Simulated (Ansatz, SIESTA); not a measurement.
One structure in several programs: IrRu3 (P1, 8 atoms in the cell)

Self-consistent single point, at a second geometry (atoms moved at random). First geometry:

```
CELL_PARAMETERS angstrom
      5.30417     0.00000     0.00000
     -2.65209     4.59355     0.00000
      0.00000     0.00000     4.21235
ATOMIC_POSITIONS crystal
  Ru 0.16581 0.33162 0.25000
  Ru 0.83419 0.66838 0.75000
  Ru 0.83419 0.16581 0.75000
  Ru 0.16581 0.83419 0.25000
  Ru 0.66838 0.83419 0.25000
  Ru 0.33162 0.16581 0.75000
  Ir 0.33333 0.66667 0.75000
  Ir 0.66667 0.33333 0.25000
```

Second geometry:
```xyz
8
Lattice="5.3042 0.0000 0.0000 -2.6521 4.5935 0.0000 0.0000 0.0000 4.2124" Properties=species:S:1:pos:R:3 pbc="T T T"
Ru     0.0883     1.5094     1.0885
Ru     2.5636     3.0828     3.1509
Ru     4.0188     0.7194     3.1527
Ru    -1.3057     3.8985     1.0284
Ru     1.3263     3.8591     1.1287
Ru     1.3345     0.7271     3.1646
Ir    -0.0711     3.0512     3.1028
Ir     2.6537     1.5267     1.0327
```

Shared settings, as Ansatz (a program for electronic structure) writes them: kpoints.mp_grid.grid = 5 5 5; scf.occupations.method = gaussian; scf.occupations.width = 0.272 eV. Potentials and cutoffs stand in the table.

```
code                                                                                                                            model  ΔF from the first geometry (meV/atom)  pressure (GPa)  largest force (eV/Å)       cutoff
------  -----------------------------------------------------------------------------------------------------------------------------  -------------------------------------  --------------  --------------------  -----------
Ansatz                                                                                                PBEsol, PAW files made with PBE                                   51.5           22.67                 1.935       420 eV
SIESTA  GGA PBEsol, numerical atomic orbitals DZP, PseudoDojo PBEsol standard norm-conserving potentials (rewritten from UPF to PSML)                                   60.3           23.45                 2.303  grid 300 Ry
```

Size of the force on each atom (eV/Å): Sizes of forces hide their directions.

```csv
code,Ru1,Ru2,Ru3,Ru4,Ru5,Ru6,Ir7,Ir8
Ansatz,1.935,1.581,1.216,1.872,1.871,0.779,1.571,1.085
SIESTA,2.303,1.858,1.562,2.255,2.283,0.902,1.757,1.441
```

On Ansatz's run: spin-orbit coupling is off. Spin polarisation is off.

The spread over the programs that give each value: ΔF from the first geometry within 8.8 meV/atom; pressure within 0.78 GPa; largest force within 0.368 eV/Å.

SIESTA uses small atom-centred bases, whose incompleteness enters pressures, forces and empty levels differently from a plane-wave cutoff. Ansatz's pressure is given at a fixed set of plane waves, as the other plane-wave codes print theirs; with its correction for the finite basis it is 22.92 GPa (the shift of 0.25 GPa shows how far the cutoff is from converged).

The starting cell comes from a database of computed structures (which also holds hypothetical and non-ambient phases and stackings), without a prior relaxation at this level. Its lattice was rescaled by a random factor within 2.5 % of one. For this run, on top of that: atoms moved at random.

Keys are those of Ansatz 0.2.
